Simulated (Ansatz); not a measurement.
An Ansatz (a program for electronic structure) run: Pd with a change (biaxial strain −0.95 %, plane normal [110], relaxed out of plane); Ansatz r2SCAN, without spin-orbit coupling.

Input:

Ansatz 0.2 input:
```yaml
crystal:
  lattice:
    - [2.7387988853, 0, 0]
    - [0, 3.8732465282, 0]
    - [1.3693994427, 1.9366232641, 1.3891005452]
  atoms:
    - { symbol: Pd, position: [0, 0, 0] }
basis: { ecutwfc: 500, ecutrho_ratio: 4, xc_grid: 4, fft_grid_basis: typed }
kpoints: { mp_grid: { grid: [29, 29, 29] } }
hamiltonian:
  xc: r2scan
  dispersion: none
  pseudopotentials: { kind: paw }
scf: { occupations: { method: fermi_dirac, width: 0.1 } }
relax: { f_tol: 0.005, max_steps: 50, cell: { stress_tol: 0.01, fix: [a, b, gamma] } }
output: { forces: true, stress: true }
checkpoint: { write: state.ck, write_every: 1000 }
```

Output (explanatory and most iteration lines left out):

```
Relaxation: its limit of steps is 50 (relax.max_steps)
Pseudopotential: Pd, paw, valence charge 18
Crystal: 1 atoms, lattice volume = 14.736 Å³
Basis set: ecut = 500 eV, 343 PW (Γ), exchange–correlation on 80×120×96 points (64 copies of the dense FFT grid, shifted against one another)
Bands: 13, of which v1, the nominal top of the filled ones, is band 9 counted from 1 (8 counted from 0)
Symmetry: 8 space group operations
Space group: Immm (ITA 71), of the structure as read, at distance tolerance 2.5e-5 Å
k-points: 3375 of 24389
Functional: x = r2scan, c = r2scan; τ floored in thin density (d = 2e-4 eV/Å³)
SCF iter   1: F=—  HF=-6985.761307 eV  |F-HF|=—  |Δ(HF+E_count)|=         —  Δρ=2.06e-2  dr2=4.65e-2  dr2_τ=9.53e-3  ethr=1.77e-3  ⟨swp⟩=5.2  Hψ=260313  notcnv=0
SCF iter   2: F=—  HF=-6985.766960 eV  |F-HF|=—  |Δ(HF+E_count)|=   5.65e-3  Δρ=8.95e-3  dr2=4.22e-3  dr2_τ=1.09e-3  ethr=2.58e-4  ⟨swp⟩=1.8  Hψ=75396  notcnv=0
SCF 1 converged in 8 iterations: F = -6985.768287 eV  dr2 = 3.29e-8
relax step   1: F+E_penalty+E_count = -6985.76828721 eV  Δ(F+E_penalty+E_count) = +0.000e0 eV  max|allowed force component| = 0.000e0 eV/Å  Δτ_max = 0.0000 Å  P = +2.769 GPa  Ω = 14.736 Å³  fix = [a, b, gamma]  reactions: a +3.745, b +2.958 GPa  (8 SCF iters, dr2 threshold 1.00e-7 eV, accepted)
[... steps on the carried basis left out ...]
relax step   3: F+E_penalty+E_count = -6985.76857700 eV  Δ(F+E_penalty+E_count) = -2.228e-5 eV  max|allowed force component| = 0.000e0 eV/Å  Δτ_max = 0.0000 Å  P = +1.579 GPa  Ω = 14.828 Å³  energy of the carried Pulay correction = -1.640e-4 eV  fix = [a, b, gamma]  reactions: a +2.931, b +1.812 GPa  (4 SCF iters, dr2 threshold 7.02e-8 eV, accepted)
Crystal: 1 atoms, lattice volume = 14.828 Å³
SCF iter   1: F=—  HF=-6985.768747 eV  |F-HF|=—  |Δ(HF+E_count)|=         —  Δρ=5.17e-5  dr2=1.20e-7  dr2_τ=2.46e-7  ethr=2.99e-8  ⟨swp⟩=2.3  Hψ=362317  notcnv=0
SCF iter   2: F=—  HF=-6985.768747 eV  |F-HF|=—  |Δ(HF+E_count)|=   2.21e-7  Δρ=2.46e-5  dr2=2.82e-8  dr2_τ=1.80e-8  ethr=6.68e-10  ⟨swp⟩=2.1  Hψ=69099  notcnv=0
SCF 4 converged in 6 iterations: F = -6985.768747 eV  dr2 = 2.88e-13
SCF converged after 6 iterations
Free energy (F): -6985.768747 eV
Internal energy: -6985.708862 eV  (E = F + TS)
E sigma→0 (E₀):  -6985.738804 eV
Entropy (-TS):   -0.059885 eV (-59.885 meV/atom)
Fermi energy:    19.484011 eV
--- Forces (eV/Å), atoms counted from 1 ---
  atom   1  Pd    -0.00000000     0.00000000     0.00000000
--- Stress (GPa, compression-positive) ---
        2.936372       0.000000      -0.000000
        0.000000       1.815747      -0.000000
       -0.000000      -0.000000       0.006024
  P = ⅓ Tr σ = 1.5860 GPa (15.860 kbar)
--- Relaxed structure (3 steps of the walk, 3 accepted, 1 SCFs on fresh bases) ---
  cell:  # Å, volume = 14.8278 Å³
    - [2.7387988853, 1.0944759292056548e-26, -4.929081349066036e-11]
    - [1.552662717624382e-26, 3.8732465282, 2.6893098818342733e-18]
    - [1.3693994426751563, 1.9366232641, 1.397787931990459]
  atoms:
    - { symbol: Pd, position: [0.0, 0.0, 0.0] }
```

Whether these cells are dynamically stable was not tested. The final runs are not spin-polarised. The cell was made from Pd in the fcc (Cu type) structure (space group Fm-3m, No. 225) by this change: biaxial strain −0.95 %, plane normal [110], relaxed out of plane. Pd has a high density of states at the Fermi level and may be magnetic at this level.
